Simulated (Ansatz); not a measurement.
Ag in the simple cubic structure (space group Pm-3m, No. 221; a hypothetical phase, not in the database extracts checked)

```cif
data_Ag
_chemical_formula_sum 'Ag1'
_space_group_name_H-M_alt 'Pm-3m'
_space_group_IT_number 221
_space_group_name_Hall '-P 4 2 3'
_cell_length_a 2.75034
_cell_length_b 2.75034
_cell_length_c 2.75034
_cell_angle_alpha 90.000
_cell_angle_beta 90.000
_cell_angle_gamma 90.000
loop_
_atom_site_label
_atom_site_type_symbol
_atom_site_symmetry_multiplicity
_atom_site_Wyckoff_symbol
_atom_site_fract_x
_atom_site_fract_y
_atom_site_fract_z
_atom_site_occupancy
Ag1 Ag 1 a 0.00000 0.00000 0.00000 1
```

Level of theory: PBE (Ansatz, a program for electronic structure), no spin-orbit coupling. Settings: 17×17×17 k-points, 0.05 eV Fermi–Dirac smearing.

```yaml
volume_per_atom: 20.80 Å³
density: 8.61 g/cm³
band_gap: zero
total_energy: -7590.221 eV/atom (σ→0; compares only within this code and set-up)
```

Whether these cells are dynamically stable was not tested.
